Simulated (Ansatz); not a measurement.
Consider CuI in the zinc blende structure (space group F-43m, No. 216; a = 6.0228 Å). Axes: x, y, z lie along the cube axes.

Level of theory: r2SCAN (Ansatz, an electronic-structure program; PAW; 500 eV plane waves; no SOC).

Perturbation: the cell is stretched by 1.50 % along z with no lateral relaxation, atoms relaxed at fixed cell.

**Question.** Predict the stress tensor and what it implies for the stiffness.

**Answer.** Stress of the strained cell less that of the base (GPa, compression positive):
```
  -0.54    0.00    0.00
   0.00   -0.54    0.00
   0.00    0.00   -0.82
```

Then −Δσ_ii/ε with ε = 0.0150 gives secant stiffness values (nonlinear terms included at this strain): C33 ≈ 54 GPa, C13 ≈ 36 GPa and C23 ≈ 36 GPa.

No phonon test of stability was made. The final runs are not spin-polarised.
